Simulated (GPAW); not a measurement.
# Pressure against volume in fcc Cu (space group 225) (GPAW, PBEsol)

```
CELL_PARAMETERS angstrom
      0.00000     1.75259     1.75259
      1.75259     0.00000     1.75259
      1.75259     1.75259     0.00000
ATOMIC_POSITIONS crystal
  Cu 0.00000 0.00000 0.00000
```

Method of the run: PBEsol, GPAW PAW datasets PBEsol (made by gpaw-setup) (plane waves; GPAW 25.7.0). Settings: mode = pw; ecut = 780 eV; xc = PBEsol; kpts = 28 28 28; mesh shift (steps) = 0 0 0; occupations.name = fermi-dirac; occupations.width = 0.05 eV; nbands = -5; symmetry.symmorphic = false; symmetry.tolerance = 0.0005; maxiter = 150. The cell above is the first row's. The rows scale it uniformly. In all rows the k mesh is held.

| V (Å^3/atom) | P (GPa) |
|---|---|
| 10.766 | 10.92 |
| 11.001 | 6.42 |
| 11.235 | 2.44 |
| 11.469 | -1.09 |
| 11.703 | -4.22 |
| 11.937 | -6.97 |
| 12.171 | -9.40 |
| 12.405 | -11.54 |
| 12.639 | ? |

Problem. Fit P against V with a cubic, and predict the withheld value at V = 12.639.

Solution. With u = V - 11.6, the rows have u = -0.8340, -0.5990, -0.3650, -0.1310, 0.1030, 0.3370, 0.5710, 0.8050. Least squares gives P = -2.890 - 13.2405·u + 3.5299·u² - 0.5358·u³. Residuals (row less fit): 0.001, -0.003, 0.001, 0.004, -0.003, 0.002, -0.001, 0.001; standard error 0.003 (degrees of freedom: 4). The fitted pressure is zero at V0 = 11.39, where dP/dV = -14.77, so B0 = -V0·dP/dV = 168 GPa. At the withheld row, u = 1.0390, so P = -2.890 - 13.2405 × 1.0390 + 3.5299 × 1.0390² - 0.5358 × 1.0390³ = -13.437 GPa. The calculation gives -13.41 GPa, 0.027 GPa above the prediction (0.1 % of the range of P in the table). The row lies outside the fitted rows, so this is an extrapolation. From the scatter of the fitted rows alone, a prediction at this place has a standard error of 0.008 GPa, so the miss is 3.3 times that.

Carrying the step between the two nearest rows on in a straight line would have given -13.68, off by 0.27; series whose last step already gives the withheld value aren't shown. The scan was laid around a cell of about the measured size, scaled by a guess for this functional. Spin polarisation is off. Cutoffs and mesh are single choices, not tested for convergence of this quantity. Series with a scatter that would blur these digits, or in which a gap closes, are not shown.

Terms beyond the fitted order, or numerical noise in single rows, can give a miss of this size; the table doesn't tell which.
